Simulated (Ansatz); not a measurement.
Worked calculations on one periodic cell of amorphous Si24O51Y2: Si24O51Y2, 77 atoms, volume 1162.2 Å³, made by a melt-quench on the CHGNet potential and relaxed with DFT. O atoms were pushed apart under 1.9 Å during the dynamics, to hinder bonds among them. It is a model cell: composition and starting density were chosen by hand, and all elements were melted together. Cycles of charging were run to anneal it. Method: PBE, scalar-relativistic without spin-orbit coupling (plane waves to 420 eV, PAW; Ansatz, a quantum-chemistry and plane-wave program). Sampling: a 2×2×2 Γ-centred mesh; Fermi-Dirac width 0.02 eV; no spin polarisation. Its volume was held where the quench left it, its shape was free, and it stands at a mean pressure of 0.0 GPa with stress components up to 0.0 GPa; the relaxation ran on the zone centre alone. Its density went from a set 2.38 to 2.38 g/cm³. The cell is small and was quenched far faster than a real film, so it is one sample of the glass.

Task: Count formal charges (Si +4, O -2, Y +3). What does the count lead one to expect at the Fermi level, and what does the calculation give?

Result: 24 × (+4) + 51 × (-2) + 2 × (+3) = 0. The charges balance, so the anion-derived valence states can be full and a gap can open. On this mesh the highest filled and lowest empty level lie 4.25 eV apart; localised defect or tail levels set that (at the zone centre the more localised edge state sits most on one O atom with neighbours Si 1.60 Å, Y 2.19 Å), and the nearest spread-out levels lie 5.3 eV apart.

Four energies for an added electron at PBE on the zone centre alone (charged cells in a uniform background, spin-polarised): neutral at the neutral geometry -51980.331 eV; charged at the neutral geometry -51973.811 eV; charged and relaxed -51973.834 eV; neutral at the charged geometry -51980.305 eV.

Task: Find the two relaxation energies and their sum, the reorganisation energy.

Result: On charging: -51973.811 − (-51973.834) = 0.023 eV. On discharging: -51980.305 − (-51980.331) = 0.026 eV. The sum is 0.049 eV. The carrier's level spreads over 64 of the 77 atoms' worth, more than a fifth of the atoms or a third of the atoms of its main element (six at least), and the sum is small, so it counts as a band carrier, whose relaxation energy shrinks as the cell grows. PBE's self-interaction favours spread-out carriers, so a hybrid can localise more.

Four energies for a hole at PBE on the zone centre alone (charged cells in a uniform background, spin-polarised): neutral at the neutral geometry -51980.331 eV; charged at the neutral geometry -51982.101 eV; charged and relaxed -51982.354 eV; neutral at the charged geometry -51979.582 eV.

Task: Find the two relaxation energies and their sum, the reorganisation energy.

Result: On charging: -51982.101 − (-51982.354) = 0.253 eV. On discharging: -51979.582 − (-51980.331) = 0.749 eV. The sum is 1.002 eV. The carrier's level spreads over 3 of the 77 atoms' worth, so it counts as localised, most on one O atom with neighbours Si 1.60 Å, Y 2.19 Å (neutral geometry). The values are uncorrected: the image energy of a point charge in this cell, 2.84 × 14.40 / (2 × 10.5) = 1.9 eV before screening, is screened by electrons alone at the fixed geometry and by ions too after relaxing, and the carrier can be spread before it relaxes, so each term can be off by up to that value times 1/ε∞, some tenths of an eV. PBE's self-interaction favours spread-out carriers, so a hybrid can localise more.
